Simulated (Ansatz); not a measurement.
A computed series for Si: response to strain

The parent structure is Si in the diamond structure (space group Fd-3m, No. 227).

```xyz
2
Lattice="0.0000 2.7222 2.7222 2.7222 0.0000 2.7222 2.7222 2.7222 0.0000" Properties=species:S:1:pos:R:3 pbc="T T T"
Si     2.7222     2.7222     2.7222
Si     4.0832     4.0832     4.0832
```

Cartesian axes are those of the cell as printed.

Strains are applied to the cell and any free atomic positions relax; under biaxial strain the out-of-plane vector relaxes too.

Calculations: Kohn–Sham DFT with the r2SCAN functional, run in Ansatz (a quantum-chemistry and plane-wave program) with PAW and 500 eV plane waves, without spin-orbit coupling.

Candidates:
(a) strain tensor (xx, yy, zz, yz, xz, xy) = (−1.22, −1.92, −1.32, +0.31, +0.11, +0.50) %
(b) biaxial strain +2.84 %, plane normal [111], relaxed out of plane
(c) biaxial strain +3.26 %, plane normal [110], relaxed out of plane

For the base:

| Property | Result |
|---|---|
| Smallest direct gap | 2.74 eV |

Order them by smallest direct gap, highest first.

(a) strain tensor (xx, yy, zz, yz, xz, xy) = (−1.22, −1.92, −1.32, +0.31, +0.11, +0.50) % (2.60 eV), (b) biaxial strain +2.84 %, plane normal [111], relaxed out of plane (2.38 eV), (c) biaxial strain +3.26 %, plane normal [110], relaxed out of plane (2.18 eV)

A biaxial case was relaxed in a doubled cell and then solved in the primitive one. Stability against distortions was not tested.
